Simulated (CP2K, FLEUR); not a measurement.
A CP2K input for a self-consistent single point of NaTlO (P6_3mc, 6 atoms in the cell) (DFT PBEsol, GPW, DZVP-MOLOPT-SR-GTH basis, GTH-PBE potentials (GTH_POTENTIALS)):

```
&GLOBAL
  PROJECT bulk
  RUN_TYPE ENERGY_FORCE
  PRINT_LEVEL LOW
&END GLOBAL
&FORCE_EVAL
  METHOD Quickstep
  STRESS_TENSOR ANALYTICAL
  &DFT
    BASIS_SET_FILE_NAME BASIS_MOLOPT
    POTENTIAL_FILE_NAME GTH_POTENTIALS
    &QS
      METHOD GPW
      EPS_DEFAULT 1E-10
    &END QS
    &MGRID
      CUTOFF 950
      REL_CUTOFF 40
      NGRIDS 5
    &END MGRID
    &SCF
      SCF_GUESS ATOMIC
      EPS_SCF 1E-7
      MAX_SCF 100
      ADDED_MOS 10
      &DIAGONALIZATION
        ALGORITHM STANDARD
      &END DIAGONALIZATION
      &MIXING
        METHOD BROYDEN_MIXING
        ALPHA 0.2
        NBUFFER 8
      &END MIXING
    &END SCF
    &KPOINTS
      SCHEME MACDONALD 7 7 2 0 0 0.25
    &END KPOINTS
    &XC
      &XC_FUNCTIONAL
        &PBE
          PARAMETRIZATION PBESOL
        &END PBE
      &END XC_FUNCTIONAL
    &END XC
    &PRINT
      &MO
        EIGENVALUES T
        OCCUPATION_NUMBERS T
        NDIGITS 8
        FILENAME mo
        &EACH
          QS_SCF 0
        &END EACH
        ADD_LAST NUMERIC
      &END MO
      &MULLIKEN OFF
      &END MULLIKEN
    &END PRINT
  &END DFT
  &SUBSYS
    &CELL
      A 3.41470200 0.00000000 0.00000000
      B -1.70735100 2.95721900 0.00000000
      C 0.00000000 0.00000000 11.16669800
      PERIODIC XYZ
    &END CELL
    &COORD
      SCALED
      Na       0.66666700     0.33333300     0.89389000
      Na       0.33333300     0.66666700     0.39389000
      Tl       0.33333300     0.66666700     0.11572000
      Tl       0.66666700     0.33333300     0.61572000
      O        0.00000000     0.00000000     0.99040000
      O        0.00000000     0.00000000     0.49040000
    &END COORD
    &KIND Na
      BASIS_SET DZVP-MOLOPT-SR-GTH-q9
      POTENTIAL GTH-PBE-q9
    &END KIND
    &KIND Tl
      BASIS_SET DZVP-MOLOPT-SR-GTH-q13
      POTENTIAL GTH-PBE-q13
    &END KIND
    &KIND O
      BASIS_SET DZVP-MOLOPT-SR-GTH-q6
      POTENTIAL GTH-PBE-q6
    &END KIND
  &END SUBSYS
  &PRINT
    &FORCES ON
    &END FORCES
    &STRESS_TENSOR ON
    &END STRESS_TENSOR
  &END PRINT
&END FORCE_EVAL
```

Translate this input to FLEUR.

This is the input that was run; spellings and numerical settings could be chosen otherwise.

Input of the input generator:

```
scf NaTlO
&input film=f /
3.4147021857 -0.0000000431 0.0000000000
-1.7073510555 2.9572188607 0.0000000000
0.0000000000 0.0000000000 11.1666980000
1.8897261246
1.0 1.0 1.0

6
11 0.6666666667 0.3333333333 0.8938900000
11 0.3333333333 0.6666666667 0.3938900000
81 0.3333333333 0.6666666667 0.1157200000
81 0.6666666667 0.3333333333 0.6157200000
8 0.0000000000 0.0000000000 0.9904000000
8 0.0000000000 0.0000000000 0.4904000000

&comp jspins=1 /
&exco xctyp='PBEs' /
&kpt div1=7 div2=7 div3=2 gamma=t /
&end /
```

```xml
<?xml version="1.0" encoding="UTF-8" standalone="no"?>
<fleurInput fleurInputVersion="0.39">
   <comment>
      scf NaTlO                                                                                           
   </comment>
   <calculationSetup>
      <cutoffs Kmax="4.3" Gmax="17.2" GmaxXC="17.2" numbands="0"/>
      <scfLoop itmax="80" minDistance="0.00001" maxIterBroyd="15" imix="Anderson" alpha="0.05" precondParam="0.0" spinf="2.0"/>
      <coreElectrons ctail="T" frcor="F" kcrel="0" coretail_lmax="0"/>
      <xcFunctional name="PBEs" relativisticCorrections="F"/>
      <magnetism jspins="1"/>
      <soc l_soc="F" theta="0.0" phi="0.0" spav="F"/>
      <expertModes spex="0" secvar="F"/>
      <geometryOptimization l_f="T" forcealpha="1.0" forcemix="BFGS" epsdisp="0.00001" epsforce="0.00001"/>
      <ldaU l_linMix="F" mixParam="0.05" spinf="1.0"/>
   </calculationSetup>
   <cell>
      <bzIntegration valenceElectrons="56.0" mode="hist" fermiSmearingEnergy="0.0001">
         <kPointListSelection listName="default-1"/>
         <!-- k-points included here -->
         <xi:include xmlns:xi="http://www.w3.org/2001/XInclude" href="kpts.xml"> </xi:include>
      </bzIntegration>
      <!-- symmetry operations included here -->
      <xi:include xmlns:xi="http://www.w3.org/2001/XInclude" href="sym.xml"> </xi:include>
      <bulkLattice scale="1.0">
         <bravaisMatrix>
            <row-1>    6.4528519280460097    -0.0000000814471960     0.0000000000000000</row-1>
            <row-2>   -3.2264258934417342     5.5883337372246373     0.0000000000000000</row-2>
            <row-3>    0.0000000000000000     0.0000000000000000    21.1020009361185714</row-3>
         </bravaisMatrix>
      </bulkLattice>
   </cell>
   <atomSpecies>
      <species name="Sodium (Na)" element="Na" atomicNumber="11">
         <mtSphere radius="2.16" gridPoints="747" logIncrement="0.015"/>
         <atomicCutoffs lmax="8" lnonsphr="6"/>
         <electronConfig flipSpins="F">
            <coreConfig>(1s1/2)</coreConfig>
            <valenceConfig>(2s1/2) (2p1/2) (2p3/2) (3s1/2)</valenceConfig>
            <stateOccupation state="(3s1/2)" spinUp="0.5" spinDown="0.5"/>
         </electronConfig>
         <energyParameters s="3" p="3" d="3" f="4"/>
         <lo type="SCLO" l="0" n="2" eDeriv="0"/>
         <lo type="SCLO" l="1" n="2" eDeriv="0"/>
      </species>
      <species name="Thallium (Tl)" element="Tl" atomicNumber="81">
         <mtSphere radius="2.47" gridPoints="853" logIncrement="0.016"/>
         <atomicCutoffs lmax="10" lnonsphr="8"/>
         <electronConfig flipSpins="F">
            <coreConfig>(1s1/2) (2s1/2) (2p1/2) (2p3/2) (3s1/2) (3p1/2) (3p3/2) (4s1/2) (3d3/2) (3d5/2) (4p1/2) (4p3/2) (5s1/2) (4d3/2) (4d5/2) (4f5/2) (4f7/2) (5p1/2) (5p3/2)</coreConfig>
            <valenceConfig>(6s1/2) (5d3/2) (5d5/2) (6p1/2) (6p3/2)</valenceConfig>
            <stateOccupation state="(6p1/2)" spinUp="0.1666666666667" spinDown="0.1666666666667"/>
            <stateOccupation state="(6p3/2)" spinUp="0.3333333333333" spinDown="0.3333333333333"/>
         </electronConfig>
         <energyParameters s="6" p="6" d="6" f="5"/>
         <lo type="SCLO" l="2" n="5" eDeriv="0"/>
      </species>
      <species name="Oxygen (O)" element="O" atomicNumber="8">
         <mtSphere radius="1.88" gridPoints="649" logIncrement="0.017"/>
         <atomicCutoffs lmax="8" lnonsphr="6"/>
         <electronConfig flipSpins="F">
            <coreConfig>(1s1/2)</coreConfig>
            <valenceConfig>(2s1/2) (2p1/2) (2p3/2)</valenceConfig>
            <stateOccupation state="(2p1/2)" spinUp="0.6666666666667" spinDown="0.6666666666667"/>
            <stateOccupation state="(2p3/2)" spinUp="1.3333333333333" spinDown="1.3333333333333"/>
         </electronConfig>
         <energyParameters s="2" p="2" d="3" f="4"/>
      </species>
   </atomSpecies>
   <atomGroups>
      <atomGroup species="Sodium (Na)">
         <relPos label="                   1">-1.000/3.000 1.000/3.000 -.1061100000</relPos>
         <relPos label="                   2">1.000/3.000 -1.000/3.000 .3938900000</relPos>
         <force calculate="T" relaxXYZ="TTT"/>
      </atomGroup>
      <atomGroup species="Thallium (Tl)">
         <relPos label="                   3">1.000/3.000 -1.000/3.000 .1157200000</relPos>
         <relPos label="                   4">-1.000/3.000 1.000/3.000 -.3842800000</relPos>
         <force calculate="T" relaxXYZ="TTT"/>
      </atomGroup>
      <atomGroup species="Oxygen (O)">
         <relPos label="                   5">.0000000000 .0000000000 -.0096000000</relPos>
         <relPos label="                   6">.0000000000 .0000000000 .4904000000</relPos>
         <force calculate="T" relaxXYZ="TTT"/>
      </atomGroup>
   </atomGroups>
   <output dos="F" band="F" slice="F">
      <checks vchk="F" cdinf="F"/>
      <bandDOS minEnergy="-.5*Htr" maxEnergy="0.5*Htr" sigma="0.015" storeEVData="T"/>
      <vacuumDOS vacdos="F" integ="F" star="F" nstars="0" locx1="0.0" locy1="0.0" locx2="0.0" locy2="0.0" nstm="0" tworkf="0.0"/>
      <unfoldingBand unfoldBand="F" supercellX="1" supercellY="1" supercellZ="1"/>
      <plotting iplot="0" polar="F">
         <plot TwoD="T" vec1="  1.0  0.0  0.0" vec2="  0.0  1.0  0.0" vec3="  0.0  0.0  1.0" zero="  0.0  0.0  0.0" file="plot"/>
      </plotting>
      <chargeDensitySlicing numkpt="0" minEigenval="0.0" maxEigenval="0.0" nnne="0" pallst="F"/>
      <specialOutput eonly="F"/>
      <magneticCircularDichroism mcd="F" energyLo="-10.0" energyUp="0.0"/>
   </output>
  <!-- We include the file relax.xml here to enable relaxations (see documentation) -->
  <xi:include xmlns:xi="http://www.w3.org/2001/XInclude" href="relax.xml"> <xi:fallback/> </xi:include>
</fleurInput>
```

Basis settings and potentials, where a program has them, do not carry over. This input uses DFT, PBEsol, all-electron FLAPW (FLEUR), scalar-relativistic valence.

The starting cell comes from a database of computed structures (which also holds hypothetical and non-ambient phases and stackings), without a prior relaxation at this level. For this run, on top of that: lattice scaled by 0.98.
